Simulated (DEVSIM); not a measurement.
System: abrupt GaAs n-p junction, at 300 K.

Layer 1 from the left is GaAs, thickness (μm) 0.150, Nd (cm⁻³) 7.4e15, τn (s) 1.3e-9, τp (s) 3.9e-8. Layer 2 from the left is GaAs, thickness (μm) 0.900, Na (cm⁻³) 2.6e15, τn (s) 1.3e-9, τp (s) 1.3e-9.

Left contact: ohmic. Right contact: ohmic. Voltage is applied to the left contact. Recombination: SRH at mid-gap, radiative, Auger. Mobility is constant in doping.

This is a model device: material constants are rounded textbook-type values typed into the input, and sizes, dopings and lifetimes were drawn at random. Values at 300 K.

GaAs: gap (eV) 1.424, affinity (eV) 4.07, permittivity 12.9, Nc (cm⁻³) 4.7e17, Nv (cm⁻³) 9e18, μn (cm²/Vs) 8500, μp (cm²/Vs) 400, B (cm³/s) 2e-10, Cn (cm⁶/s) 1e-30, Cp (cm⁶/s) 1e-30.

DEVSIM, 1D drift-diffusion, Boltzmann statistics, complete ionisation; no tunnelling, impact ionisation, image-force lowering or self-heating.

### Question
What does the simulation give for the dark forward voltage at 1 A/cm², the potential step across the device at zero bias, the dark forward voltage at 100 A/cm², the largest field in the device at zero bias?

### Answer
dark forward voltage at 1 A/cm² 0.886 V; potential step across the device at zero bias 1.106 V; dark forward voltage at 100 A/cm² 1.017 V; largest field in the device at zero bias 25000 V/cm.
